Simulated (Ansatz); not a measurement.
## Pressure series in YN

Base system: YN in the rock salt structure (space group Fm-3m, No. 225; a = 4.8562 Å).

Cell and atoms are relaxed at each pressure.

Levels (all Ansatz, an electronic-structure program, PAW): PBEsol (420 eV, spin-orbit coupling left out); r2SCAN (500 eV, no spin-orbit coupling).

Band gaps by level, all at the geometries relaxed with PBEsol:

```csv
case,PBEsol,r2SCAN
base,0.08 eV,0.54 eV
pressure −1 GPa,0.09 eV,?
pressure 3 GPa,zero,?
pressure 7 GPa,zero,0.47 eV
pressure 15 GPa,zero,0.39 eV
pressure 30 GPa,zero,?
pressure 50 GPa,zero,0.09 eV
pressure 100 GPa,zero,zero
```

Task: Some entries are withheld; estimate them.

Result: 
- pressure −1 GPa, r2SCAN: 0.55 eV
- pressure 3 GPa, r2SCAN: 0.51 eV
- pressure 30 GPa, r2SCAN: 0.26 eV

Single points use the geometry relaxed with PBEsol. A case with no gap was solved on a k-mesh chosen for an insulator, which is coarse for it. Load acts through the strain it causes; cell and atoms are relaxed under it. Whether these cells are dynamically stable was not tested. No other phases were tried under pressure. All final runs are without spin polarisation. Gaps under 0.05 eV, about the width of the smearing, are given as zero. The zero or small gap of YN can change with the level of theory.
